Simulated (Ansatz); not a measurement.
Take GaN in the zinc blende structure (space group F-43m, No. 216; a = 4.4981 Å) as the base. Axes: x, y, z lie along the cube axes.

Calculations: PBEsol, PAW, 420 eV (Ansatz, a first-principles code; without spin-orbit coupling).

Base values:

```
Quantity                             Value
---------------------  -------------------
Valence-band top at Γ  0.00, 0.00, 0.00 eV
Band gap                           1.70 eV
```

Modification: the cell is stretched by 0.50 % along z with no lateral relaxation, atoms relaxed at fixed cell.

**Question.** Predict the new valence-band top at Γ, stress and band gap.

**Answer.** The valence-band top at Γ (three highest levels, from the VBM) goes from 0.00, 0.00, 0.00 eV to 0.00, 0.00, -0.02 eV; the stress (xx, yy, zz, yz, xz, xy; compression positive) comes out as (-0.72, -0.72, -1.34, 0.00, 0.00, 0.00) GPa; the band gap drops by 0.04 eV to 1.66 eV.

The cells carry an imposed strain or load. Whether these cells are dynamically stable was not tested. This is not the structure that GaN has at room temperature and ambient pressure.
